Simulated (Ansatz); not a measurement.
Cost and result by functional for the adsorption energy of Br on the 1x1 (111) surface of fcc Ag, one in a 2x2 cell, started at the site 'hollow Ag-Ag-Ag over Ag at depth 4.7 Å', in Ansatz (plane waves, PAW). Single points on the PBE structure, on one kind of machine; costs are rough ratios of the slab run's core time (references not counted) to the cheapest single point. r2SCAN's cost holds its higher cutoff (500 against 420 eV). Differences are taken against r2SCAN for comparison alone: no measured value is at hand, so the table doesn't rank accuracy.

Model: 17-atom slab, 7.1 Å thick at the start under the adsorbate (thin: gaps and levels are the slab's own), 6x6x1 mesh, Fermi-Dirac 0.1 eV, dipole correction, 8 atoms held, the rest relaxed; symmetry of the start imposed; no spin, no spin-orbit, no U, no dispersion correction. At the end it is bonded to 3 Ag. In PBE it is, or lies within 0.03 eV of, the lowest of the starts that converged. These notes are the PBE run's. Adsorption energies are against ½ Br2(g). A negative adsorption energy means that the adsorbate is more stable on the surface than in its reference.

```tsv
functional	relative cost	adsorption energy (eV)	less r2SCAN (eV)
RPBE	1	-1.21	0.57
r2SCAN	2	-1.78	0.00
PBE (the relaxed run's value)	–	-1.42	0.36
```

The values span 0.57 eV, while the single points' costs differ by a factor of roughly 2. Differences are of unrounded values.

Ansatz is an electronic-structure program.
